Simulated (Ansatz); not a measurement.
Ta2Pt3Se8 (Pbam, No. 55, 26 atoms in the cell; start mp-4425) was calculated with PBEsol in Ansatz (plane waves, PAW).

Settings: plane-wave cutoff 520 eV, 4×4×10 k mesh (along the axes of the cell as run), Fermi–Dirac smearing 0.01 eV, scalar-relativistic PAW data made under PBE.

Cell (relaxed with PBEsol):

```
Pt3Ta2Se8
1.0
   10.87533     0.00000     0.00000
    0.00000    15.03612     0.00000
    0.00000     0.00000     3.55277
Ta Pt Se
4 6 16
Direct
  0.70095   0.37676   0.50000
  0.29905   0.62324   0.50000
  0.20095   0.12324   0.50000
  0.79905   0.87676   0.50000
  0.85868   0.27755   0.00000
  0.14132   0.72245   0.00000
  0.35868   0.22245   0.00000
  0.64132   0.77755   0.00000
  0.50000   0.50000   0.00000
  0.00000   0.00000   0.00000
  0.93746   0.37643   0.50000
  0.06254   0.62357   0.50000
  0.43746   0.12357   0.50000
  0.56254   0.87643   0.50000
  0.73409   0.20744   0.50000
  0.26591   0.79256   0.50000
  0.23409   0.29256   0.50000
  0.76591   0.70744   0.50000
  0.53141   0.34008   0.00000
  0.46859   0.65992   0.00000
  0.03141   0.15992   0.00000
  0.96859   0.84008   0.00000
  0.77520   0.00297   0.00000
  0.22480   0.99703   0.00000
  0.27520   0.49703   0.00000
  0.72480   0.50297   0.00000
```

### Question
Predict the band gap.

### Answer

- band gap: 0.52 eV

Spin–orbit coupling is not included; with these elements it can move the gap by several tenths of an eV or more.

Static lattice: no zero-point or thermal effects.

A start named mp-… is a Materials Project structure, which need not be a measured phase.

Ansatz is a quantum-chemistry and plane-wave program.
